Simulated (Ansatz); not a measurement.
## ZrTa (model structure, Fm-3m, No. 225, 2 atoms in the cell): properties by level of theory

```tsv
level (code)	lattice constant a (Å)	bulk modulus B0 (GPa)	cohesive energy (eV/atom)
LDA (Ansatz)	(withheld)	112	(withheld)
PBE (Ansatz)	5.662	96.1	6.01
PBEsol (Ansatz)	5.577	105	6.70
r²SCAN (Ansatz)	(withheld)	96.4	(withheld)
```

Problem. Fill in the missing entries.

Solution. 
- LDA (Ansatz, an electronic-structure program), lattice constant a (Å): 5.521
- LDA (Ansatz), cohesive energy (eV/atom): 7.35
- r²SCAN (Ansatz), lattice constant a (Å): 5.644
- r²SCAN (Ansatz), cohesive energy (eV/atom): 5.57

Caveats: the bulk modulus is −V dP/dV from two relaxed cells at ±2 % in volume (LDA, PBE, PBEsol, r²SCAN). Ansatz's density-functional and Hartree–Fock values are scalar-relativistic unless marked +SOC, with PAW data made under PBE.

Free atoms are spin-polarised, in the lowest state found; at levels without +SOC their spin–orbit coupling is left out.

Static lattice: no zero-point or thermal effects.

A model structure was made by putting elements into a prototype or built by hand; it is no filed structure, need not be a known phase, and can be a saddle point held by its symmetry.
